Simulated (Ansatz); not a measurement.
**AlP (model structure, started from the WC type, P-6m2, No. 187, 2 atoms in the cell)**

Level of theory: PBEsol in Ansatz (PAW).

Numerical settings: plane-wave cutoff 500 eV, 18×18×12 k mesh (along the axes of the cell as run), Fermi–Dirac smearing 0.05 eV, scalar-relativistic PAW data made under PBE.

Cell (relaxed at this level):

```
AlP
1.0
    3.53363     0.00000     0.00000
   -1.76681     3.06021     0.00000
    0.00000     0.00000     3.03890
Al P
1 1
Direct
  0.00000   0.00000   0.00000
  0.66667   0.33333   0.50000
```

```yaml
band_gap: zero (no gap)
```

Note: the relaxation could raise the start's symmetry but not lower it, so the cell can be a saddle point.

The result took about 80 core-seconds (a rough figure).

A model structure was made by putting elements into a prototype or built by hand; it is no filed structure, need not be a known phase, and can be a saddle point held by its symmetry.

Ansatz is a program for electronic structure.
